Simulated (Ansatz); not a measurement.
# Response to strain in B

Consider B (space group R-3m, No. 166).

```xyz
12
Lattice="2.4381 1.4077 4.1664 -2.4381 1.4077 4.1664 0.0000 -2.8153 4.1664" Properties=species:S:1:pos:R:3 pbc="T T T"
B     -1.5683     0.9054     2.8126
B      1.5683    -0.9054     9.6867
B      0.0000    -1.8109     2.8126
B      0.0000     1.8109     9.6867
B      1.5683     0.9054     2.8126
B     -1.5683    -0.9054     9.6867
B     -0.9953     0.5746     4.4705
B      0.9953    -0.5746     8.0288
B      0.0000    -1.1492     4.4705
B      0.0000     1.1492     8.0288
B      0.9953     0.5746     4.4705
B     -0.9953    -0.5746     8.0288
```

Cartesian axes are those of the cell as printed.

Strains are applied to the cell and any free atomic positions relax; under biaxial strain the out-of-plane vector relaxes too.

All numbers come from PBEsol (Ansatz, a quantum-chemistry and plane-wave program), scalar-relativistic without spin-orbit coupling.

Notes on the quantities. band gap: an upper bound: an edge found on the path is not a true extremum; the base alone; pressure: mean of the normal stresses, compression positive; energy relative to the base: free energy F.

| change | band gap | shortest interatomic distance | pressure | energy relative to the base |
|---|---|---|---|---|
| base | 1.34 eV | 1.667 Å | 0.00 GPa | 0 meV/atom |
| biaxial strain −3.44 %, plane normal [001], relaxed out of plane | 0.71 eV | 1.656 Å | 15.60 GPa | +33 meV/atom |
| biaxial strain +1.43 %, plane normal [001], relaxed out of plane | 1.58 eV | 1.672 Å | -5.12 GPa | +5.1 meV/atom |
| isotropic strain −0.60 % | 1.25 eV | 1.656 Å | 4.08 GPa | +1.6 meV/atom |

Stability against distortions was not tested.
